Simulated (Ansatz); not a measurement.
System: ZnS (P3m1, No. 156, 40 atoms in the cell; start mp-557009; a measured phase of this formula has another space group). Method: r²SCAN+rVV10 in Ansatz (PAW).

Numerical settings: plane-wave cutoff 560 eV, 12×12×1 k mesh (along the axes of the cell as run), Fermi–Dirac smearing 0.01 eV, scalar-relativistic PAW data made under PBE.

Cell (relaxed at this level):

Space group P3m1 (No. 156); a = 3.794 Å, b = 3.794 Å, c = 62.064 Å, α = 90.00°, β = 90.00°, γ = 120.00°

```tsv
atom	site	symmetry	x	y	z
Zn	1a	3m.	0.0000	0.0000	0.4501
Zn	1c	3m.	0.6667	0.3333	0.7001
Zn	1c	3m.	0.6667	0.3333	0.1999
Zn	1b	3m.	0.3333	0.6667	0.1500
Zn	1a	3m.	0.0000	0.0000	0.9000
Zn	1c	3m.	0.6667	0.3333	0.9500
Zn	1b	3m.	0.3333	0.6667	0.5500
Zn	1b	3m.	0.3333	0.6667	0.8000
Zn	1a	3m.	0.0000	0.0000	0.7500
Zn	1a	3m.	0.0000	0.0000	0.1000
Zn	1b	3m.	0.3333	0.6667	0.6501
Zn	1c	3m.	0.6667	0.3333	0.4000
Zn	1a	3m.	0.0000	0.0000	0.6001
Zn	1b	3m.	0.3333	0.6667	0.0000
Zn	1c	3m.	0.6667	0.3333	0.0501
Zn	1c	3m.	0.6667	0.3333	0.3000
Zn	1b	3m.	0.3333	0.6667	0.3500
Zn	1a	3m.	0.0000	0.0000	0.2499
Zn	1c	3m.	0.6667	0.3333	0.8499
Zn	1c	3m.	0.6667	0.3333	0.5001
S	1c	3m.	0.6667	0.3333	0.3374
S	1c	3m.	0.6667	0.3333	0.8874
S	1b	3m.	0.3333	0.6667	0.5875
S	1a	3m.	0.0000	0.0000	0.1375
S	1c	3m.	0.6667	0.3333	0.7375
S	1c	3m.	0.6667	0.3333	0.0875
S	1b	3m.	0.3333	0.6667	0.0375
S	1a	3m.	0.0000	0.0000	0.2875
S	1a	3m.	0.0000	0.0000	0.7875
S	1c	3m.	0.6667	0.3333	0.9874
S	1a	3m.	0.0000	0.0000	0.6376
S	1c	3m.	0.6667	0.3333	0.2374
S	1a	3m.	0.0000	0.0000	0.9375
S	1b	3m.	0.3333	0.6667	0.3875
S	1a	3m.	0.0000	0.0000	0.4876
S	1c	3m.	0.6667	0.3333	0.4375
S	1b	3m.	0.3333	0.6667	0.1874
S	1b	3m.	0.3333	0.6667	0.8374
S	1c	3m.	0.6667	0.3333	0.5376
S	1b	3m.	0.3333	0.6667	0.6876
```

Problem. What does this level give for the band gap?

Solution. 
- band gap: 2.73 eV (direct)

The computed numbers hold no vibrational or temperature effects.

It cost around 17 core-minutes (rough) of CPU time.

A start named mp-… is a Materials Project structure, which need not be a measured phase.

Ansatz is an electronic-structure program.
